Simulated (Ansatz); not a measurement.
Base system: TlSnCl3 in the cubic perovskite structure (space group Pm-3m, No. 221; a = 5.508 Å; a hypothetical phase, not in the database extracts checked). Axes: x, y, z lie along the cube axes.

All numbers come from r2SCAN (Ansatz, a quantum-chemistry and plane-wave program), no spin-orbit coupling.

Base values:

| Property | Result |
|---|---|
| Valley order | X along ⟨100⟩ 0.69 eV; R along ⟨111⟩ 0.88 eV; a point along ⟨111⟩, about 0.5 Å⁻¹ from Γ 1.07 eV; a point along ⟨110⟩, about 0.5 Å⁻¹ from Γ 1.17 eV |

Now apply this change: the cell is compressed by 2.73 % along y with no lateral relaxation; the atoms relax in the strained cell.

Q: How does this affect the stress?

A: The stress (xx, yy, zz, yz, xz, xy; compression positive) is (0.27, 1.93, 0.27, 0.00, 0.00, 0.00) GPa.

Q: What happens to the valley order?

A: The valley order (the lowest conduction-band minima on the path, energy above the VBM, named in the base's zone) goes from X along ⟨100⟩ 0.69 eV; R along ⟨111⟩ 0.88 eV; a point along ⟨111⟩, about 0.5 Å⁻¹ from Γ 1.07 eV; a point along ⟨110⟩, about 0.5 Å⁻¹ from Γ 1.17 eV to X along [010] 0.39 eV; X along [001] 0.46 eV; R along [111] 0.61 eV; a point along [101], about 0.5 Å⁻¹ from Γ 0.94 eV.

With Tl present, leaving out spin-orbit coupling can change the band edges. The levels and masses belong to the bands next to the band gap. No phonon test of stability was made. Many cubic perovskites are stable only at high temperature; tilts and polar distortions were not tested.
